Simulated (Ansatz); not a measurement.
Si (diamond structure), cut as (110) film, 5 layers, monofluoride, F-ended; geometry relaxed with PBE. The relaxation kept the symmetry of its start, so a lower minimum of less symmetry isn't excluded. The in-plane lattice is held at the bulk value. With PBE run with Ansatz (a quantum-chemistry and plane-wave program) the gap on the k-mesh of the run is 0.96 eV. k-points: Γ-centred 5×7×1 mesh; occupations: Fermi-Dirac, 0.020 eV; spin polarisation not allowed. Spin-orbit coupling is left out.

Task: What gap does Ansatz with HSE06 give on the same geometry and mesh?

Result: 1.57 eV, wider by 0.61 eV.
